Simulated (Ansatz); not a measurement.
The parent structure is LaN in the zinc blende structure (space group F-43m, No. 216; a = 5.5465 Å; a hypothetical phase, not in the database extracts checked). Axes: x, y, z lie along the cube axes.

Now apply this change: tensile biaxial strain of 0.53 % in the plane normal to [111], as in epitaxy on a mismatched substrate; the out-of-plane cell vector and the atoms relax.

Levels (all Ansatz, a program for electronic structure, PAW): PBEsol (420 eV, scalar-relativistic without spin-orbit coupling); r2SCAN (500 eV, scalar-relativistic without spin-orbit coupling).

The geometry is relaxed with PBEsol.

* **PBEsol pressure**: -0.44 GPa
* **PBEsol electron mass**: 0.39 mₑ (at Γ)
* **PBEsol lowest conduction level above the VBM at special points**: Γ 1.06 eV; S₀ 2.04 eV; S₂ 2.04 eV; F 2.21 eV

Question: How does going to r2SCAN change the pressure, electron mass and lowest conduction level above the VBM at special points?

Answer: The pressure rises by 2.94 GPa to 2.50 GPa; the electron mass changes from 0.39 mₑ (at Γ) to 0.41 mₑ (at Γ); the lowest conduction level above the VBM at special points goes from Γ 1.06 eV; S₀ 2.04 eV; S₂ 2.04 eV; F 2.21 eV to Γ 1.52 eV; S₀ 2.38 eV; S₂ 2.38 eV; F 2.55 eV.

Single points use the geometry relaxed with PBEsol. Their cutoffs differ, which shifts pressures a little. The levels and masses belong to the bands next to the band gap. Masses are band curvatures over ±0.01 Å⁻¹ around the edge. No phonon test of stability was made. k-point labels follow each cell's own Brillouin zone.
